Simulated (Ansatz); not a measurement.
The parent structure is MgO in the rock salt structure (space group Fm-3m, No. 225; a = 4.208 Å). Axes: x, y, z lie along the cube axes.

The values are results of Kohn–Sham DFT with the r2SCAN functional, run in Ansatz (a program for electronic structure) with PAW and 500 eV plane waves, without spin-orbit coupling, earlier PAW set, not measurements.

A first run, uniaxial strain ε_zz = +2.37 %, gives secant values C11 ≈ 270 GPa and C12 ≈ 90 GPa from its stress. A second run applies biaxial strain +2.82 %, plane normal [001], relaxed out of plane.

Q: What does linear elasticity predict for −ε⊥/ε∥ in the second run, and what does the run give?

A: Linear elasticity: 2 C12/C11 = 0.67. The run gives 0.57; any difference comes from nonlinear terms at these strains and numerical noise.

Stability against distortions was not tested.
